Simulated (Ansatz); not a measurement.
For V₂O₅ (Pmmn, No. 59, 14 atoms in the cell), LDA in Ansatz (plane waves, PAW) gives:

| Property | Value |
|---|---|
| equilibrium volume per atom | 11.62 Å³/atom |
| formation enthalpy | -2.552 eV/atom |

**Question.** What does r²SCAN+rVV10 (Ansatz, a program for electronic structure, PAW) give for the same quantities?

**Answer.** 
- equilibrium volume per atom: 12.33 Å³/atom (rises by 6.1 %)
- formation enthalpy: -2.493 eV/atom (moves by +0.059 eV/atom)

For comparison: equilibrium volume per atom 12.80 Å³/atom (measured, 292 K, copied from a table, unchecked, not corrected to a static lattice, our sources range from 12.80 to 12.91; as tabulated in doi:10.1107/s0108270186091825).

Changes are worked out from the printed values.

Unless a cell is named, each level is at its own relaxed cell (LDA 11.62, r²SCAN+rVV10 12.33 Å³/atom).

Caveats: the relaxation could not lower the start's symmetry, so the cell can be a saddle point above a distorted one (LDA, r²SCAN+rVV10). Ansatz's density-functional and Hartree–Fock values are scalar-relativistic unless marked +SOC, with PAW data made under PBE.
